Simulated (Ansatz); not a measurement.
Take CaS in the rock salt structure (space group Fm-3m, No. 225; a = 5.633 Å) as the base. Axes: x, y, z lie along the cube axes.

Level of theory: DFT with PBEsol, PAW potentials and a 420 eV plane-wave cutoff in Ansatz (an electronic-structure program), no spin-orbit coupling.

Before the change:

```
Item                                Result
-------------------  ---------------------
Smallest direct gap                3.00 eV
Valley order         X along ⟨100⟩ 2.16 eV
```

It is then changed as follows: the cell is compressed by 0.50 % along z with no lateral relaxation; the atoms relax in the strained cell.

What happens to the smallest direct gap?

The smallest direct gap drops by 0.02 eV to 2.98 eV.

Estimate the effect on the valley order.

The valley order (the lowest conduction-band minima on the path, energy above the VBM, named in the base's zone) changes from X along ⟨100⟩ 2.16 eV to X along [001] 2.14 eV; X along [100] 2.14 eV.

Stability against distortions was not tested.
